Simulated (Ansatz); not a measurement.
The reference is a 16-atom supercell of LiBr in the rock salt structure (space group Fm-3m, No. 225; a = 5.511 Å) at its relaxed geometry.

The values are results of plane-wave PAW DFT at the PBE level (Ansatz, a quantum-chemistry and plane-wave program, 420 eV), without spin-orbit coupling, not measurements.

Base values:

- Pressure = 0.0 GPa
- Mean distance from the defect site to its nearest host atoms = 2.76 Å

Now apply this change: one Li atom is replaced by Br, atoms relaxed at fixed cell, starting from a slightly rattled geometry.

Question: What does the calculation give for the pressure after the change?

Answer: The pressure goes from zero to 3.2 GPa.

Question: How does this affect the mean distance from the defect site to its nearest host atoms?

Answer: The mean distance from the defect site to its nearest host atoms goes up by 0.206 Å (2.76 Å → 2.96 Å).

Question: Predict the new largest displacement of a host atom from its site in the perfect cell.

Answer: The largest displacement of a host atom from its site in the perfect cell is 0.35 Å.

The magnetic state is the one reached from the starting moments; the real material's order can differ, and small cells can't hold many antiferromagnetic ones. In so small a cell the defect repeats every few ångströms: this is an ordered compound, not a dilute defect. The defect cell is spin-polarised and ends with 2.0 μB.
